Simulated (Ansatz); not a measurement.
We look at the surface energy of the Si16H4O4 slab, the mean of its two faces, with the listed reservoirs for the atoms in excess. Reaction: 16 Si (diamond) + 4 H2O (gas) → cell A + 2 H2 (gas).

Cell A: a slab of composition Si16H4O4 built on Si (diamond, Fd-3m) (100), with 12 atoms on that crystal's sites, 24 atoms, rectangular cell of 3.87 × 7.74 Å (29.9 Å²), symmetry P2/m, 13.7 Å thick under 16 Å of vacuum, in-plane vectors held at the crystal's; planes from bottom to top: H2O2 | Si2 × 8 | H2O2; foreign atoms: four times OH bound through O to 1 Si at 1.68 Å; spin state with PBE: run without spin, k-point mesh 8×4×1.
```
CELL_PARAMETERS angstrom
      3.86787     0.00000     0.00000
      0.00000     7.73573     0.00000
      0.00000     0.00000    29.67023
ATOMIC_POSITIONS crystal
  Si 0.00000 0.08885 0.65555
  Si 0.00000 0.40184 0.65713
  Si 0.50000 0.01101 0.61396
  Si 0.50000 0.48837 0.61673
  Si 0.50000 0.25467 0.56519
  Si 0.50000 0.74576 0.57287
  Si 0.00000 0.25571 0.52002
  Si 0.00000 0.74410 0.52588
  Si 0.00000 0.50590 0.47412
  Si 0.00000 0.99429 0.47998
  Si 0.50000 0.50424 0.42713
  Si 0.50000 0.99533 0.43481
  Si 0.50000 0.76163 0.38327
  Si 0.50000 0.23899 0.38604
  Si 0.00000 0.84816 0.34287
  Si 0.00000 0.16115 0.34445
  O  0.00000 0.01048 0.70851
  H  0.00000 0.09979 0.73150
  O  0.00000 0.44706 0.71267
  H  0.00000 0.56827 0.72108
  O  0.00000 0.80294 0.28733
  H  0.00000 0.68173 0.27892
  O  0.00000 0.23952 0.29149
  H  0.00000 0.15021 0.26850
```

Reference: Si (diamond, Fd-3m), 4 atoms in the cell, a perfect crystal on lattice vectors that match the other cells', k-point mesh 8×4×11 on the run's own vectors.

Reference: an isolated H2 molecule (singlet) in a box of 11 × 11 × 13 Å.

Reference: an isolated H2O molecule (singlet) in a box of 11 × 13 × 13 Å.

Computed with Ansatz (plane waves, PAW), its default PAW set, cutoff 420 eV, 500 eV for r2SCAN. The structures are at rest with PBE, within the held lattices; other levels are single points on them. HSE06 runs on coarser k-point meshes, mended by the PBE difference between the two meshes. Neutral cells; Fermi-Dirac smearing of at most 0.05 eV in the solids, energies taken to zero width. The lattices are those relaxed with PBE or held as stated, so at other levels the solids can be strained, which adds to the spread. Larger cells are relaxed from a start prepared with the learned potential CHGNet till forces fall under 0.03 eV/Å, which some starts already meet. A dispersion term (D3(BJ), or D4 for r2SCAN) was computed beside these levels and is taken off wherever the name lacks it. Static lattices, no vibrational contributions. No structure search was made; lower ones may exist. No correction for cell size. Cell A has symmetry P2/m and got no random move, so less symmetric positions, which may lie lower, weren't tried.

**Question.** What value does r2SCAN give?

**Answer.** -0.31 J/m², for 16 Si (diamond) + 4 H2O (gas) → cell A + 2 H2 (gas).

**Question.** What do the other levels give, and how wide is the spread?

**Answer.** 
```
Functional  value (J/m²)  less r2SCAN
----------  ------------  -----------
PBE                -0.25         0.06
HSE06              -0.20         0.11
```

The levels span 0.11 J/m², from r2SCAN (-0.31) to HSE06 (-0.20).

Ansatz is an electronic-structure program.
